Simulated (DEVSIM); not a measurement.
**illuminated Si p-on-n cell, one wavelength**

System: illuminated Si p-on-n cell, one wavelength, at 300 K.

```
layer (left to right)  material  thickness (μm)  Nd (cm⁻³)  Na (cm⁻³)  τn (s)  τp (s)  absorption coefficient (cm⁻¹)
---------------------  --------  --------------  ---------  ---------  ------  ------  -----------------------------
1                            Si           0.110          -     5.4e17  1.6e-7  2.6e-8                            340
2                            Si            31.0     9.5e16          -  9.4e-7  9.4e-7                            340
```

Left contact: ohmic, minority electron recombination velocity 30000 cm/s. Right contact: ohmic, minority hole recombination velocity 5e5 cm/s. Voltage is applied to the left contact. Recombination: SRH at mid-gap, radiative, Auger. Gap narrowing is on: ΔEg = 6.92 meV × (l + √(l² + 0.5)), l = ln(N/1.3e17 cm⁻³), shared equally by both band edges. Light enters at the left, 1.8e17 photons cm⁻² s⁻¹, one pass, no reflection. Mobility is μmin + (μ − μmin)/(1 + (N/Nref)^α).

This is a model device: material constants are rounded textbook-type values typed into the input, and sizes, dopings and lifetimes were drawn at random. Values at 300 K.

```csv
parameter,Si
gap (eV),1.124
affinity (eV),4.05
permittivity,11.7
Nc (cm⁻³),2.86e19
Nv (cm⁻³),3.1e19
μn (cm²/Vs),1417
μp (cm²/Vs),470
"μn,min",52
"μp,min",45
"Nref,n",9.7e16
"Nref,p",2.2e17
αn,0.68
αp,0.72
B (cm³/s),4.7e-15
Cn (cm⁶/s),2.8e-31
Cp (cm⁶/s),9.9e-32
```

Simulated with DEVSIM: 1D drift-diffusion, Boltzmann statistics, complete ionisation; no tunnelling, impact ionisation, image-force lowering or self-heating.

- Potential step across the device at zero bias: 0.860 V
- Largest field in the device at zero bias: 140000 V/cm
- Dark forward voltage at 1 A/cm²: 0.686 V
- Dark forward voltage at 100 A/cm²: 0.825 V
- Short-circuit current: 10.3 mA/cm²
- Open-circuit voltage: 0.567 V
- Fill factor: 0.82
- Largest power: 4.76 mW/cm²
- Share of generated pairs collected at short circuit: 0.546

Dark forward current:

(V (V), J (A/cm²)): (0.05, 1.4e-9); (0.15, 1.6e-8); (0.20, 4.8e-8); (0.30, 6.6e-7); (0.35, 3.2e-6); (0.45, 0.00012); (0.50, 0.00079); (0.60, 0.037); (0.65, 0.26); (0.75, 11); (0.80, 55); (0.90, 430); (0.95, 810); (1.05, 2100)

Small-signal capacitance in reverse bias (quasi-static):

```
V (V)  C (nF/cm²)
-----  ----------
-0.04        88.9
-0.1         85.9
-0.2         81.5
-0.3         77.8
-0.4         74.5
-0.6         69.0
-0.8         64.6
-1           60.9
-1.3         56.4
-1.6         52.8
```
